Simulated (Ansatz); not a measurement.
**ZnO with two functionals, x(S) = 0.333, 12 atoms, R3**

Take ZnO in the wurtzite structure (space group P6_3mc, No. 186; a = 3.2799 Å, c = 5.2941 Å) as the base.

(Cell as relaxed with PBE.)

Levels (all Ansatz, a quantum-chemistry and plane-wave program, PAW, earlier PAW set): PBE (420 eV, no spin-orbit coupling); r2SCAN (500 eV, scalar-relativistic without spin-orbit coupling).

Each level relaxes its own structure.

```
base                      PBE    r2SCAN
-------------------  --------  --------
volume per atom      12.33 Å³  11.81 Å³
lattice parameter a   3.280 Å   3.235 Å
band gap              0.74 eV   1.23 eV
```

Modification: a fraction x = 0.333 of the O sites is given to S, ordered in a cell of 12 atoms (starting symmetry R3) and fully relaxed.

```tsv
quantity	PBE	r2SCAN
volume per atom	14.66 Å³	…
shift of the gap caused by the change	-0.10 eV	…
mixing energy	+95 meV/atom	…
```

Task: Predict the r2SCAN column.

Result: 
- volume per atom, r2SCAN: 14.09 Å³
- shift of the gap caused by the change, r2SCAN: -0.07 eV
- mixing energy, r2SCAN: +106 meV/atom

PBE's volume per atom lies 0.57 Å³ above r2SCAN's (4.0 %); PBE's shift of the gap caused by the change lies 0.03 eV below r2SCAN's; PBE's mixing energy lies 12 meV/atom below r2SCAN's. Neither level is exact; r2SCAN is the comparison here, not a measurement.

Each cell is one ordered arrangement of few atoms, which overstates ordering effects compared with a random alloy. Whether these cells are dynamically stable was not tested.
